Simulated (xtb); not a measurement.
xtb 6.7.1, GFN1-xTB: Ge(Br)(Et)(OMe)2 (C[CH2][Ge]([Br])([O]C)[O]C), 19 atoms. The geometry is a generated start, not checked to be a minimum at this level.

```
Quantity                                                                                                        Value
------------------------  -------------------------------------------------------------------------------------------
method                                                                                                       GFN1-xTB
--acc                                                                                                     1 (default)
--etemp (K)                                                                                             300 (default)
detailed input (--input)  none: ANC optimiser, Lindh (1995) Hessian, microcycle=20, maxdispl=1.0, hlow=0.01 (default)
basis functions                                                                                                    66
valence electrons                                                                                                  50
```

```xyz
19

C     -2.5274    -0.4035    -0.6749
C     -1.5453    -1.2546     0.1122
Ge     0.1897    -0.3078     0.5073
Br     0.2746     0.4162     2.7138
O      0.6361     1.1205    -0.4411
C      0.2100     2.4601    -0.2889
O      1.4687    -1.4633     0.1962
C      2.8641    -1.2170     0.1696
H     -2.7621     0.5168    -0.1415
H     -3.4539    -0.9535    -0.8262
H     -2.1167    -0.1408    -1.6477
H     -1.9792    -1.5544     1.0669
H     -1.2781    -2.1560    -0.4361
H     -0.0551     2.6934     0.7476
H      1.0424     3.0982    -0.5934
H     -0.6515     2.6567    -0.9334
H      3.3196    -2.0484    -0.3717
H      3.0949    -0.2822    -0.3442
H      3.2691    -1.1806     1.1853
```

The structure is relaxed from this start with --opt LEVEL for the levels crude, sloppy, loose, lax, normal, tight, vtight, extreme, once each. Up to the end of the extreme run atoms move by at most 1.2 Å along an axis.

Problem. Which level is enough to come within 1 meV of the tightest end point?

Solution. normal: 68 cycles against 94, ending 0.41 meV above.

| level | cycles | energy above the extreme run (meV) | gradient norm (eV/Å) |
|---|---|---|---|
| crude | 4 | 36 | 0.15 |
| sloppy | 5 | 35 | 0.085 |
| loose | 10 | 24 | 0.14 |
| lax | 15 | 20 | 0.071 |
| normal | 68 | 0.41 | 0.015 |
| tight | 72 | 0.26 | 0.010 |
| vtight | 94 | under 0.01 | 0.0013 |
| extreme | 94 | — | 0.0013 |
